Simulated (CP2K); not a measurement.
## Predicting one run from its neighbours: the pressure against the volume, SnTe (Fm-3m, 2 atoms in the cell)

```
CELL_PARAMETERS angstrom
      4.55048     0.00000     0.00000
      2.27524     3.94083     0.00000
      2.27524     1.31361     3.71545
ATOMIC_POSITIONS crystal
  Sn 0.00000 0.00000 0.00000
  Te 0.50000 0.50000 0.50000
```

Computed with PBE, GPW, DZVP-MOLOPT-SR-GTH basis, GTH-PBE potentials (GTH_POTENTIALS) in CP2K 2026.2.

Base settings: CUTOFF = 400 Ry; REL_CUTOFF = 50 Ry; SMEAR/METHOD = FERMI_DIRAC; ELECTRONIC_TEMPERATURE = 580.23 K; KPOINTS/SCHEME = MONKHORST-PACK 6 6 6; GAMMA_CENTERED = T; XC_FUNCTIONAL = PBE; Sn/BASIS_SET = DZVP-MOLOPT-SR-GTH; Sn/POTENTIAL = GTH-PBE-q4; Te/BASIS_SET = DZVP-MOLOPT-SR-GTH.

The starting cell comes from a database of computed structures (which also holds hypothetical and non-ambient phases and stackings), without a prior relaxation at this level. Its lattice was rescaled by a random factor within 2.5 % of one. Values carry the incompleteness of an atom-centred basis. The run gives no clean gap (levels at the Fermi energy touch, overlap or are partly filled at this smearing), which alone does not show that the compound is a metal.

Murnaghan's equation with B′ set to 4 (a common value, assumed and not fitted) makes the pressure a straight line in x = (V₁/V)⁴, here with V₁ = 33.314 Å³/atom: P = a + b·x. The rows are the cell shown with its lattice scaled (for instance lattice scaled by 0.97, lattice scaled by 0.985, lattice scaled by 1.015, lattice scaled by 1.03); fractional positions and shape were held.

| volume (Å³/atom) | (V₁/V)⁴ | pressure (GPa) |
|---|---|---|
| 36.403 | 0.7014 | -2.81 |
| 34.836 | 0.8364 | -1.47 |
| 33.314 | 1.0000 | 0.18 |
| 31.837 | 1.1989 | ? |
| 30.405 | 1.4412 | 4.72 |

**Question.** Fit the line to the 4 rows given and predict the withheld one.

**Answer.** Means: x̄ = 0.99475, ȳ = 0.15500. Σ(x − x̄)(y − ȳ) = 3.165 and Σ(x − x̄)² = 0.3105, so b = 10.19 and a = ȳ − b·x̄ = -9.9815; P = 0 at x₀ = −a/b = 0.9795, so V₀ = V₁·x₀^(−1/4) = 33.49 Å³/atom and B₀ = 4·b·x₀ = 40 GPa (for B′ = 4 and held positions). The largest residual of the fitted rows is 0.028. At x = 1.1989 the line gives 2.24 GPa. The run gave 2.22 GPa, a miss of 0.02 GPa. The rows were chosen because the form fits them, the withheld one included, so this shows the method and is no test of the form.

Left out of this page: 5 runs of the series outside the window shown, repeating another row's setting, or not comparable.
